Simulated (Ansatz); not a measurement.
Response to strain in WSi2

Start from WSi$_{2}$ (space group I4/mmm, No. 139; relaxed with 0.1 eV smearing).

```
CELL_PARAMETERS angstrom
     -1.60119     1.60119     3.90885
      1.60119    -1.60119     3.90885
      1.60119     1.60119    -3.90885
ATOMIC_POSITIONS crystal
  Si 0.66552 0.66552 0.00000
  Si 0.33448 0.33448 0.00000
  W  0.00000 0.00000 0.00000
```

Cartesian axes are those of the cell as printed.

Strains are applied to the cell and any free atomic positions relax.

Level of theory: PBEsol in Ansatz (plane waves to 420 eV, PAW, no spin-orbit coupling).

Candidates:
(a) uniaxial strain ε_zz = −2.50 %
(b) uniaxial strain ε_zz = +0.50 %
(c) uniaxial strain ε_zz = +3.00 %

Notes on the quantities. energy relative to the base: free energy F.

Order them by energy relative to the base, highest first.

(c) uniaxial strain ε_zz = +3.00 % (+19 meV/atom), (a) uniaxial strain ε_zz = −2.50 % (+16 meV/atom), (b) uniaxial strain ε_zz = +0.50 % (+0.6 meV/atom)

Stability against distortions was not tested. All final runs are without spin polarisation.

Ansatz is a program for electronic structure.
